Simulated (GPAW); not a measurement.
Input and output of a self-consistent single point for YbIn₅Rh (P4/mmm, 7 atoms in the cell) (GPAW).

Method: LDA (Perdew-Wang 92), GPAW PAW datasets LDA (gpaw-data 1.0.1) (plane waves; GPAW 25.7.0).

The change in words: lattice scaled by 0.98. Reference geometry:
```yaml
crystal:
  lattice:
    - [4.68710, 0.00000, 0.00000]
    - [0.00000, 4.68710, 0.00000]
    - [0.00000, 0.00000, 7.55496]
  atoms:
    - { symbol: Yb, position: [0.00000, 0.00000, 0.00000] }
    - { symbol: In, position: [0.50000, 0.50000, 0.00000] }
    - { symbol: In, position: [0.50000, 0.00000, 0.30001] }
    - { symbol: In, position: [0.50000, 0.00000, 0.69999] }
    - { symbol: In, position: [0.00000, 0.50000, 0.30001] }
    - { symbol: In, position: [0.00000, 0.50000, 0.69999] }
    - { symbol: Rh, position: [0.00000, 0.00000, 0.50000] }
```

Reference input (self-consistent single point, DFT LDA (Perdew-Wang 92), plane waves, GPAW PAW datasets LDA (gpaw-data 1.0.1)): mode = pw; ecut = 850 eV; xc = LDA; kpts = 5 5 3; mesh shift (steps) = 0 0 0; occupations.name = methfessel-paxton; occupations.width = 0.1 eV; occupations.order = 0; nbands = -13; convergence.density = 1e-05 e/electron; convergence.energy = 1e-05 eV/electron; symmetry.symmorphic = false. This run's input differs from it in these lines:

```diff
@@ -5,5 +5,5 @@
 atoms = Atoms(['Yb', 'In', 'In', 'In', 'In', 'In', 'Rh'],
-              cell=[[4.687100, 0.000000, 0.000000],
-                    [0.000000, 4.687100, 0.000000],
-                    [0.000000, 0.000000, 7.554960]],
+              cell=[[4.593358, 0.000000, 0.000000],
+                    [0.000000, 4.593358, 0.000000],
+                    [0.000000, 0.000000, 7.403861]],
               scaled_positions=[[0.000000, 0.000000, 0.000000],
```

Output (repeated stretches shortened):

```
     iter     time        total  log10-change:
                         energy   eigst   dens
iter:   1 --:--:--   -42.730670
iter:   2 --:--:--   -38.110646   -0.29  -1.15
iter:   3 --:--:--   -35.579765   -2.04  -1.40
iter:   4 --:--:--   -33.489172   -1.98  -1.47
iter:   5 --:--:--   -46.618775   -0.74  -1.53
   [... 10 lines left out ...]
iter:  16 --:--:--   -30.989009   -3.26  -2.52
iter:  17 --:--:--   -30.991686   -3.65  -2.76
iter:  18 --:--:--   -30.982463   -3.89  -3.07
iter:  19 --:--:--   -30.982473   -5.42  -3.35
iter:  20 --:--:--   -30.982399c  -5.76  -3.38
iter:  21 --:--:--   -30.982402c  -6.08  -3.41
iter:  22 --:--:--   -30.982289c  -5.33  -3.50
iter:  23 --:--:--   -30.982237c  -6.04  -3.90
iter:  24 --:--:--   -30.982204c  -6.75  -4.03
iter:  25 --:--:--   -30.982191c  -7.08  -4.12
iter:  26 --:--:--   -30.982190c  -7.36  -4.18
iter:  27 --:--:--   -30.982190c  -7.48c -4.24
iter:  28 --:--:--   -30.982202c  -7.22  -4.32
iter:  29 --:--:--   -30.982192c  -7.22  -4.58
iter:  30 --:--:--   -30.982191c  -8.83c -5.04c
Converged after 30 iterations.

Dipole moment: (-0.000000, -0.000000, 0.000000) |e|*Ang

Energy contributions relative to reference atoms: (reference = -1311531.012540)

Kinetic:         +3.480345
Potential:       +0.336773
External:        +0.000000
XC:             -35.790248
Entropy (-ST):   -0.009822
Local:           +0.995849
SIC:             +0.000000
--------------------------
Free energy:    -30.987102
Extrapolated:   -30.982191

Showing only first 2 kpts
 Kpt  Band  Eigenvalues  Occupancy
  0    50      8.14749    1.85932
  0    51      9.38430    0.00000
  0    52      9.38430    0.00000
  0    53      9.63538    0.00000

  1    50      7.99638    1.99969
  1    51      8.59135    0.00000
  1    52      8.66061    0.00000
  1    53      8.66061    0.00000

Fermi level: 8.25167

No gap
   [... lines left out ...]
  1 In    0.00000    0.00000    0.00000
  2 In    0.00000    0.00000   -0.01857
  3 In    0.00000    0.00000    0.01857
  4 In    0.00000    0.00000   -0.01857
  5 In    0.00000    0.00000    0.01857
  6 Rh    0.00000    0.00000    0.00000

Stress tensor:
     0.019546     0.000000     0.000000
     0.000000     0.019546     0.000000
     0.000000     0.000000     0.017470
Stress (GPa, Voigt): [3.1317 3.1317 2.799  0.     0.     0.    ]
```

The run converged in 30 iterations. GPAW prints stress with tension positive. Against the reference run the free energy falls by 43.1 meV/atom, the pressure goes from -6.66 to -3.02 GPa and the largest force goes from 0.161 to 0.019 eV/Å.

The starting cell comes from a database of computed structures (which also holds hypothetical and non-ambient phases and stackings), without a prior relaxation at this level. For this run, on top of that: lattice scaled by 0.98. Spin polarisation is off. With a pressure of about -3 GPa the cell is away from its equilibrium volume at this level.

Cost on one core of a shared machine: roughly 2 min.
